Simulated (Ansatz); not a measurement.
# Equilibrium volume per atom of TiSi (model structure, started from the NiAs type, P6₃/mmc, No. 194, 4 atoms in the cell) at several levels of theory

No measured value is used here.

Problem. Put these levels in order of the equilibrium volume per atom that they give for TiSi (model structure, started from the NiAs type, P6₃/mmc, No. 194, 4 atoms in the cell), smallest first: PBE (Ansatz, an electronic-structure program), PBE-D3(BJ) (Ansatz), PBEsol (Ansatz).

Solution. PBE-D3(BJ) (16.25 Å³/atom), PBEsol (16.44 Å³/atom), PBE (17.02 Å³/atom)

Ansatz's density-functional and Hartree–Fock values are scalar-relativistic unless marked +SOC, with PAW data made under PBE.

A model structure was made by putting elements into a prototype or built by hand; it is no filed structure, need not be a known phase, and can be a saddle point held by its symmetry.
